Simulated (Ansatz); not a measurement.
End structure of a constructed model of the (100) surface of rock-salt TiC, a layer of Co, one atom over each Ti (bottom of the slab: a bare face, its two planes held):

```yaml
crystal:
  lattice:
    - [3.06391, 0.00000, 0.00000]
    - [0.00000, 3.06391, 0.00000]
    - [0.00000, 0.00000, 30.00000]
  atoms:
    - { symbol: C, position: [0.00000, 0.00000, 0.26979] }
    - { symbol: Ti, position: [0.50000, 0.50000, 0.26979] }
    - { symbol: C, position: [0.50000, 0.50000, 0.34201] }
    - { symbol: Ti, position: [0.00000, 0.00000, 0.34201] }
    - { symbol: C, position: [0.00000, 0.00000, 0.41373] }
    - { symbol: Ti, position: [0.50000, 0.50000, 0.41402] }
    - { symbol: C, position: [0.50000, 0.50000, 0.48644] }
    - { symbol: Ti, position: [0.00000, 0.00000, 0.48588] }
    - { symbol: C, position: [0.00000, 0.00000, 0.55844] }
    - { symbol: Ti, position: [0.50000, 0.50000, 0.55744] }
    - { symbol: C, position: [0.50000, 0.50000, 0.63282] }
    - { symbol: Ti, position: [0.00000, 0.00000, 0.62843] }
    - { symbol: Co, position: [0.00000, 0.00000, 0.71186] }
```

Set-up: 13 atoms, 13.8 Å thick at the start with caps and adatoms (thin: gaps and levels are the slab's own); mesh 12x12x1; 0.1 eV smearing; dipole correction on; 4 atoms held, the rest relaxed; held to the start's symmetry, so lower structures may exist; spin-polarised, ending with about 2.1 μB a cell; orders that need a larger cell were not tried, no spin-orbit, no U. It is one candidate, not shown to be the stable structure of the face.

Task: Give the work function of the top face at the level Ansatz (an electronic-structure program) with PBE.

Result: 4.67 eV
